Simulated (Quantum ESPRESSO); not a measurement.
Quantum ESPRESSO run on Sr₃WN₃ (P6_3/m, 14 atoms in the cell): self-consistent single point.

Method of the run: PBEsol, PseudoDojo standard norm-conserving (PBESOL) pseudopotentials (plane waves; Quantum ESPRESSO).

```
CELL_PARAMETERS angstrom
      7.97868     0.00000     0.00000
     -3.98934     6.90974     0.00000
      0.00000     0.00000     5.36227
ATOMIC_POSITIONS crystal
  Sr 0.90426 0.65005 0.25000
  Sr 0.09574 0.34995 0.75000
  Sr 0.25421 0.90426 0.75000
  Sr 0.74579 0.09574 0.25000
  Sr 0.34995 0.25421 0.25000
  Sr 0.65005 0.74579 0.75000
  W  0.66667 0.33333 0.75000
  W  0.33333 0.66667 0.25000
  N  0.88388 0.58054 0.75000
  N  0.11612 0.41946 0.25000
  N  0.30334 0.88388 0.25000
  N  0.69666 0.11612 0.75000
  N  0.41946 0.30334 0.75000
  N  0.58054 0.69666 0.25000
```

Reference input (self-consistent single point, DFT, PBEsol, plane waves, PseudoDojo standard norm-conserving (PBESOL) pseudopotentials): ecutwfc = 85 Ry; occupations = smearing; smearing = mp; degauss = 0.019992 Ry; potentials = {Sr: Sr.upf, W: W.upf, N: N.upf}; K_POINTS = automatic 4 4 4 0 0 0; conv_thr = 1e-10 Ry; mixing_beta = 0.4. This run's input differs from it in these lines:

```diff
@@ -17,3 +17,3 @@
    smearing = 'mp',
-   degauss = 0.019992,
+   degauss = 0.0073499,
 /
```

The program printed (abridged):

```
     Self-consistent Calculation

     iteration #  1     ecut=    85.00 Ry     beta= 0.40

     total energy              =    -836.94225564 Ry
     estimated scf accuracy    <       4.84926995 Ry

     iteration #  2     ecut=    85.00 Ry     beta= 0.40

     total energy              =    -838.29954247 Ry
     estimated scf accuracy    <       2.06733119 Ry

     iteration #  3     ecut=    85.00 Ry     beta= 0.40

     total energy              =    -838.62320612 Ry
     estimated scf accuracy    <       0.19520823 Ry

   [... 11 blocks of this kind left out ...]

     iteration # 15     ecut=    85.00 Ry     beta= 0.40

     total energy              =    -838.65110485 Ry
     estimated scf accuracy    <          1.3E-10 Ry

     iteration # 16     ecut=    85.00 Ry     beta= 0.40
     End of self-consistent calculation

     the Fermi energy is     9.7380 ev

!    total energy              =    -838.65110485 Ry
     estimated scf accuracy    <          7.7E-12 Ry
     smearing contrib. (-TS)   =      -0.00068574 Ry
     internal energy E=F+TS    =    -838.65041911 Ry

     convergence has been achieved in  16 iterations

     Forces acting on atoms (cartesian axes, Ry/au):

     atom    1 type  1   force =     0.00131875   -0.00530780    0.00000000
     atom    2 type  1   force =    -0.00131875    0.00530780    0.00000000
     atom    3 type  1   force =     0.00525607   -0.00151183    0.00000000
     atom    4 type  1   force =    -0.00525607    0.00151183    0.00000000
     atom    5 type  1   force =     0.00393732    0.00379597    0.00000000
   [... lines left out ...]

     Total force =     0.030607     Total SCF correction =     0.000004

          total   stress  (Ry/bohr**3)                   (kbar)     P=      -31.40
  -0.00023262  -0.00000000   0.00000000          -34.22       -0.00        0.00
  -0.00000000  -0.00023262   0.00000000           -0.00      -34.22        0.00
  -0.00000000  -0.00000000  -0.00017504           -0.00       -0.00      -25.75

   JOB DONE.
```

The run converged in 16 iterations. Against the reference run the free energy is nearly the same (within 1 meV/atom), the pressure hardly changes (-3.15 to -3.14 GPa) and the largest force goes from 0.309 to 0.289 eV/Å.

The starting cell comes from a database of computed structures (which also holds hypothetical and non-ambient phases and stackings), without a prior relaxation at this level. Its lattice was rescaled by a random factor within 2.5 % of one. Spin polarisation is off. With a pressure of about -3 GPa the cell is away from its equilibrium volume at this level.

Cost on one core of a shared machine: roughly 20 min.
